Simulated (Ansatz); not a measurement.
## TiC: uniaxial strain ε_zz = −0.62 %

Base system: TiC in the rock salt structure (space group Fm-3m, No. 225; a = 4.2934 Å; relaxed with 0.1 eV smearing). Axes: x, y, z lie along the cube axes.

Modification: the cell is compressed by 0.62 % along z with no lateral relaxation, atoms relaxed at fixed cell.

Level of theory: PBEsol (Ansatz, a program for electronic structure), no spin-orbit coupling. Settings: 23×23×23 k-points, 0.1 eV Fermi–Dirac smearing.

```json
[
 {"quantity": "volume per atom", "base": "9.89 Å³", "changed": "9.83 Å³", "shift": "-0.06 Å³"},
 {"quantity": "space group", "base": "Fm-3m (No. 225)", "changed": "I4/mmm (No. 139)", "shift": "–"},
 {"quantity": "energy relative to the base (free energy F)", "base": "0 meV/atom", "changed": "+0.7 meV/atom", "shift": "+0.7 meV/atom"},
 {"quantity": "pressure (mean of the normal stresses, compression positive)", "base": "0.0 GPa", "changed": "1.7 GPa", "shift": "+1.7 GPa"},
 {"quantity": "band gap", "base": "zero", "changed": "zero", "shift": "–"},
 {"quantity": "stress (xx, yy, zz, yz, xz, xy; compression positive)", "base": "–", "changed": "(0.8, 0.8, 3.6, 0.0, 0.0, 0.0) GPa", "shift": "–"}
]
```

Whether these cells are dynamically stable was not tested. The final runs are not spin-polarised.
